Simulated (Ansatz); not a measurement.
# CdTe: response to strain

Start from CdTe in the zinc blende structure (space group F-43m, No. 216; a = 6.4887 Å). Axes: x, y, z lie along the cube axes.

Strains are applied to the cell and any free atomic positions relax.

Computed with DFT with PBEsol, PAW potentials and a 420 eV plane-wave cutoff in Ansatz (a quantum-chemistry and plane-wave program), no spin-orbit coupling.

Notes on the quantities. energy relative to the base: free energy F.

```tsv
variant	volume per atom	energy relative to the base	electron mass
base	34.15 Å³	0 meV/atom	0.055 mₑ (at Γ)
uniaxial strain ε_zz = −3.00 %	33.13 Å³	+5.2 meV/atom	0.057 mₑ along z, 0.061 mₑ across (at Γ)
uniaxial strain ε_zz = −1.50 %	33.64 Å³	+1.3 meV/atom	–
uniaxial strain ε_zz = −1.00 %	33.81 Å³	+0.6 meV/atom	0.057 mₑ (at Γ)
uniaxial strain ε_zz = −0.50 %	33.98 Å³	+0.1 meV/atom	0.056 mₑ (at Γ)
uniaxial strain ε_zz = +0.50 %	34.32 Å³	+0.1 meV/atom	0.054 mₑ (at Γ)
uniaxial strain ε_zz = +1.50 %	34.66 Å³	+1.2 meV/atom	–
uniaxial strain ε_zz = +2.00 %	34.83 Å³	+2.2 meV/atom	0.053 mₑ along z, 0.050 mₑ across (at Γ)
uniaxial strain ε_zz = +2.50 %	35.00 Å³	+3.4 meV/atom	0.053 mₑ along z, 0.049 mₑ across (at Γ)
uniaxial strain ε_zz = +3.00 %	35.17 Å³	+4.9 meV/atom	0.052 mₑ along z, 0.047 mₑ across (at Γ)
```

Spin-orbit coupling, missing from the scalar runs, can matter with Te. The levels and masses belong to the bands next to the band gap. Effective masses come from finite differences of ±0.01 Å⁻¹. Whether these cells are dynamically stable was not tested.
